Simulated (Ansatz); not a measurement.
Results of PBEsol in Ansatz (PAW) for LaAg (within 0.1 Å of Pm-3m, No. 221; cell taken from a computed entry).

Settings: plane-wave cutoff 520 eV, 14×14×14 k mesh, Fermi–Dirac smearing 0.05 eV, no spin polarisation, scalar-relativistic PAW data made under PBE.

Cell (relaxed at this level):

```cif
data_AgLa
_chemical_formula_sum 'La1 Ag1'
_space_group_name_H-M_alt 'Pm-3m'
_space_group_IT_number 221
_space_group_name_Hall '-P 4 2 3'
_cell_length_a 3.75181
_cell_length_b 3.75181
_cell_length_c 3.75181
_cell_angle_alpha 90.000
_cell_angle_beta 90.000
_cell_angle_gamma 90.000
loop_
_atom_site_label
_atom_site_type_symbol
_atom_site_symmetry_multiplicity
_atom_site_Wyckoff_symbol
_atom_site_fract_x
_atom_site_fract_y
_atom_site_fract_z
_atom_site_occupancy
La1 La 1 b 0.50000 0.50000 0.50000 1
Ag1 Ag 1 a 0.00000 0.00000 0.00000 1
```

Predict the bulk modulus.


* **bulk modulus**: 57.9 GPa

The run finds no gap.

Note: the bulk modulus is −V dP/dV from two relaxed cells at ±2 % in volume.

Spin–orbit coupling is not included.

The computed numbers hold no vibrational or temperature effects.

Cost on a shared machine: about 2.2 core-minutes (a rough figure).

Ansatz is a first-principles code.
